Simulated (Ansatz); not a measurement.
TiC (model structure, started from the FeB type, Fm-3m, No. 225, 8 atoms in the cell) was calculated with LDA (Ansatz, a quantum-chemistry and plane-wave program, plane waves, PAW).

Numerical settings: plane-wave cutoff 520 eV, 10×18×12 k mesh (along the axes of the cell as run), Fermi–Dirac smearing 0.05 eV, no spin polarisation, scalar-relativistic PAW data made under PBE.

Cell (relaxed at this level):

```
CELL_PARAMETERS angstrom
      6.02570     0.00000     0.00000
      0.00000     3.01297     0.00000
      0.00000     0.00000     4.26068
ATOMIC_POSITIONS crystal
  Ti 0.12500 0.25000 0.25000
  Ti 0.37500 0.75000 0.75000
  Ti 0.87500 0.75000 0.75000
  Ti 0.62500 0.25000 0.25000
  C  0.12500 0.25000 0.75000
  C  0.37500 0.75000 0.25000
  C  0.87500 0.75000 0.25000
  C  0.62500 0.25000 0.75000
```

Q: Give the computed bulk modulus B0.

A: 
- bulk modulus B0: 283 GPa

Note: the bulk modulus is −V dP/dV from two relaxed cells at ±2 % in volume.

Static lattice: no zero-point or thermal effects.

A model structure was made by putting elements into a prototype or built by hand; here it ended with the formula and space group of a phase in our tables.
